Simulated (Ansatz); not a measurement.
BP (model structure, P6₂22, No. 180, 6 atoms in the cell): lattice parameter c by level of theory

No measured value is used here.

| level (code) | value (Å) |
|---|---|
| LDA (Ansatz) | 6.901 |
| PBE (Ansatz) | [?] |
| PBEsol (Ansatz) | 6.941 |
| PBE-D3(BJ) (Ansatz) | 6.924 |
| r²SCAN (Ansatz) | 7.005 |

Task: What belongs in the gaps?

Result: 
- PBE (Ansatz, a program for electronic structure), value (Å): 6.995

Cutoffs differ between the levels. Ansatz's density-functional and Hartree–Fock values are scalar-relativistic unless marked +SOC, with PAW data made under PBE.

A model structure was made by putting elements into a prototype or built by hand; it is no filed structure, need not be a known phase, and can be a saddle point held by its symmetry.
